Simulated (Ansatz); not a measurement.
The reference is Mg2Ge in the anti-fluorite structure (space group Fm-3m, No. 225).

```xyz
3
Lattice="0.0000 3.1432 3.1432 3.1432 0.0000 3.1432 3.1432 3.1432 0.0000" Properties=species:S:1:pos:R:3 pbc="T T T"
Mg     1.5716     1.5716     1.5716
Mg     4.7149     4.7149     4.7149
Ge     0.0000     0.0000     0.0000
```

Cartesian axes are those of the cell as printed.

Computed with Ansatz (a quantum-chemistry and plane-wave program) LDA, scalar-relativistic without spin-orbit coupling.

Strains are applied to the cell and any free atomic positions relax.

One change was made to it. Results:

```tsv
quantity	base	after
energy relative to the base (free energy F)	0 meV/atom	+6.6 meV/atom
band gap	0.10 eV	zero
shortest interatomic distance	2.722 Å	2.750 Å
```

Question: Which of these changes matches the shifts?
A. uniaxial strain ε_zz = +1.50 %
B. uniaxial strain ε_zz = +1.00 %
C. uniaxial strain ε_zz = −1.50 %
D. uniaxial strain ε_zz = +0.50 %
E. uniaxial strain ε_zz = +3.00 %

Answer: E, uniaxial strain ε_zz = +3.00 %. For comparison, the energy relative to the base in the other runs: uniaxial strain ε_zz = −1.50 % gives +1.8 meV/atom; uniaxial strain ε_zz = +0.50 % gives +0.2 meV/atom; uniaxial strain ε_zz = +1.50 % gives +1.7 meV/atom; uniaxial strain ε_zz = +1.00 % gives +0.8 meV/atom.

Stability against distortions was not tested. The final runs are not spin-polarised. Gaps under 0.05 eV, about the width of the smearing, are given as zero. The zero or small gap of Mg2Ge can change with the level of theory.
